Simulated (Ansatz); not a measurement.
System: LaLuO3 (model structure, started from the cubic perovskite type, Pm-3m, No. 221, 5 atoms in the cell). Method: LDA (Ansatz, a first-principles code, PAW).

Numerical settings: plane-wave cutoff 520 eV, 8×8×8 k mesh, Fermi–Dirac smearing 0.01 eV, scalar-relativistic PAW data made under PBE.

Cell (relaxed at this level):

LaLuO3 is taken in the cubic space group Pm-3m (No. 221), the cubic perovskite structure, Pearson symbol cP5. Lattice parameters: a = b = c = 4.153 Å, α = β = γ = 90.00°. La on 1a sees 12 O at 2.936 Å (cuboctahedral). Lu on 1b is surrounded by 6 O at 2.076 Å (octahedral). O on 3c is coordinated by 2 Lu at 2.076 Å and 4 La at 2.936 Å (octahedral). (Neighbours: up to the widest gap in distance over summed covalent radii, below 1.35, at either atom; cation-cation and far metal-metal contacts left out.)

Task: Estimate the band gap that the calculation returns.

Result: 
band gap: 1.37 eV

Note: the relaxation could raise the start's symmetry but not lower it, so the cell can be a saddle point.

Spin–orbit coupling is not included.

The result took around 10 core-seconds (rough).

A model structure was made by putting elements into a prototype or built by hand; it is no filed structure, need not be a known phase, and can be a saddle point held by its symmetry.
